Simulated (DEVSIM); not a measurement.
Device: abrupt Si n-p junction, at 400 K.

Layer 1 from the left is Si, thickness (μm) 0.360, Nd (cm⁻³) 1.3e16, τn (s) 4.3e-7, τp (s) 4.3e-7. Layer 2 from the left is Si, thickness (μm) 32.0, Na (cm⁻³) 6.1e15, τn (s) 4.3e-7, τp (s) 4.3e-7.

Left contact: ohmic. Right contact: ohmic. Voltage is applied to the left contact. Recombination: SRH at mid-gap. Mobility is constant in doping.

The device is made up for the run: typed textbook-type constants, with dimensions and the other settings drawn at random. Values at 300 K; Nc and Nv go as T^1.5, mobilities as T to minus their exponent, the gap by Varshni's rule with the affinity fixed.

Si: gap (eV) 1.124, affinity (eV) 4.05, permittivity 11.7, Nc (cm⁻³) 2.86e19, Nv (cm⁻³) 3.1e19, μn (cm²/Vs) 1417, μp (cm²/Vs) 470, T exponent of μn 2.3, T exponent of μp 2.2, Varshni α (eV/K) 0.000473, Varshni β (K) 636.

Simulated with DEVSIM: 1D drift-diffusion, Boltzmann statistics, complete ionisation; no tunnelling, impact ionisation, image-force lowering or self-heating.

Question: What does the simulation give for the dark forward voltage at 100 A/cm², the largest field in the device at zero bias, the potential step across the device at zero bias, the dark forward voltage at 1 A/cm²?

Answer: dark forward voltage at 100 A/cm² 1.022 V; largest field in the device at zero bias 24000 V/cm; potential step across the device at zero bias 0.507 V; dark forward voltage at 1 A/cm² 0.324 V.
